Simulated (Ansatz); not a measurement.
**Short convergence ladders for LaGe3Ir (I4mm, 5 atoms in the cell)**

```
CELL_PARAMETERS angstrom
     -2.23029     2.23029     5.06692
      2.23029    -2.23029     5.06692
      2.23029     2.23029    -5.06692
ATOMIC_POSITIONS crystal
  La 0.57853 0.57853 0.00000
  Ge 0.34263 0.84263 0.50000
  Ge 0.84263 0.34263 0.50000
  Ge 0.00049 0.00049 0.00000
  Ir 0.23877 0.23877 0.00000
```

Base method: LDA (PW92), default PAW files made with PBE (plane waves; Ansatz, a quantum-chemistry and plane-wave program).

Base settings: basis.ecutwfc = 420 eV; kpoints.mp_grid.grid = 8 8 8; hamiltonian.xc = lda; hamiltonian.pseudopotentials = {kind: paw} (the program's default PAW files); scf.occupations.method = gaussian; scf.occupations.width = 0.1 eV.

Core times come from one kind of shared machine, to one figure; runs under 30 s give none.

**Zone-centre phonons against the cutoff**

In this ladder: phonons.method = dfpt.

The mesh stays at the base's, so the ladder's end is converged at best in this setting alone.

Frequencies are those of the unrelaxed cell, without the LO-TO term of polar crystals.

Only quantities that move along the ladder and can be compared are tabulated.

| basis.ecutwfc | highest zone-centre frequency (cm⁻¹) | lowest optical frequency (cm⁻¹) | core time / last (rough) |
|---|---|---|---|
| 210 eV | 280.7 | 91.9 | 0.4 |
| 295 eV | 234.7 | 86.5 | 0.5 |
| 355 eV | 239.3 | 85.7 | 0.6 |
| 420 eV | 239.3 | 85.6 | 0.7 |
| 505 eV | 239.3 | 85.5 | 1 |

Coarsest basis.ecutwfc that holds the highest zone-centre frequency within 1 cm⁻¹ of the last step, with all finer ones: 355 eV; the step before is off by 4.6 cm⁻¹.

Coarsest basis.ecutwfc that holds the lowest optical frequency within 5 cm⁻¹ of the last step, with all finer ones: 295 eV; the step before is off by 6.3 cm⁻¹.

**The force threshold of a relaxation**

On LaGe3Ir (I4mm, 5 atoms in the cell): one atom moved by 0.15 angstrom.

In this ladder: relax = atoms.

The mesh stays at the base's, so the ladder's end is converged at best in this setting alone.

Only quantities that move along the ladder and can be compared are tabulated.

```csv
relax.f_tol,largest force left (eV/Å),relaxation steps,core time / last (rough)
0.2 eV/Å,0.0337,3,0.7
0.05 eV/Å,0.0335,4,0.8
0.02 eV/Å,0.0035,4,0.8
0.005 eV/Å,0.0034,5,0.9
0.001 eV/Å,0.0006,5,1
```

Coarsest relax.f_tol that holds the largest force left within 0.01 eV/Å of the last step, with all finer ones: 0.02 eV/Å; the step before is off by 0.033 eV/Å.

On the base run: the starting cell comes from a database of computed structures (which also holds hypothetical and non-ambient phases and stackings), without a prior relaxation at this level. Its lattice was rescaled by up to half a per cent. Spin polarisation is off. In the base run, with a pressure of about -6 GPa the cell is away from its equilibrium volume at this level.

Keys are those of Ansatz 0.2.
